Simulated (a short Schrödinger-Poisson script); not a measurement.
Structure: gated Al0.25Ga0.75As/GaAs modulation-doped gas, at 20 K.

```csv
layer,material,thickness (nm),Nd (cm⁻³),Na (cm⁻³)
1,Al0.25Ga0.75As,30,-,-
2,Al0.25Ga0.75As,30,5.7e17,-
3,Al0.25Ga0.75As,20,-,-
4,GaAs,6000,-,2e15
```

The device is made up for the run: typed textbook-type constants, with dimensions and the other settings drawn at random. Al0.25Ga0.75As: permittivity 12.19, conduction-band edge (eV) 0.198, gap (eV) 1.736, electron mass (mₑ) 0.0878, Nv at 300 K (cm⁻³) 9e18. GaAs: permittivity 12.9, conduction-band edge (eV) 0, gap (eV) 1.424, Nv at 300 K (cm⁻³) 9e18.

Channel valleys (confinement mass, in-plane density-of-states mass, number): Γ 0.067, 0.067, 1. At the gate the conduction-band edge of layer 1 lies 0.95 eV − eVg above the Fermi level of the channel; the field vanishes at the back. Donor level 0.05 eV below the band edge. The barrier under the gate holds no holes. Gaps are held at their typed values at every temperature. Mesh 0.08 nm at interfaces.

From a short Schrödinger-Poisson script (our own, NumPy): 1D Poisson equation in equilibrium, electrons quantum, Hartree (BenDaniel-Duke, 40 states a valley, the channel's in-plane mass for all, wave functions free to enter the barrier), parabolic valleys, classical holes, donors ionised by Fermi statistics, acceptors fully, no traps, pinning or gate leakage.

The same stack at other levels of the model or other numerical settings:

```tsv
run	sheet density of all electrons at Vg = 0.5 V (cm⁻²)	sheet density of all electrons at Vg = 0 V (cm⁻²)	capacitance at Vg = 0.5 V (μF/cm²)	centroid of the channel electrons at Vg = 0.5 V (nm)	rough cost against the base
base	1.03e11	8.84e10	0.251	6.74	about 1
electrons treated as classical, Boltzmann	1.88e11	___	0.251	0.54	0.02
electrons treated as classical, Fermi-Dirac	1.37e11	___	0.251	2.57	0.1
electrons treated as quantum, Hartree plus LDA exchange-correlation	1.15e11	___	0.251	6.57	2
mesh six times as coarse	1.03e11	8.83e10	0.251	6.72	0.2
one subband a valley	1.03e11	8.84e10	0.251	6.74	0.2
```

Q: Some entries are withheld; supply them.

A: 
- electrons treated as quantum, Hartree plus LDA exchange-correlation, sheet density of all electrons at Vg = 0 V (cm⁻²): 9.40e10
- electrons treated as classical, Fermi-Dirac, sheet density of all electrons at Vg = 0 V (cm⁻²): 1.04e11
- electrons treated as classical, Boltzmann, sheet density of all electrons at Vg = 0 V (cm⁻²): 1.19e11

The classical rows ignore confinement, and Boltzmann statistics overrate the density once the band edge passes the Fermi level.
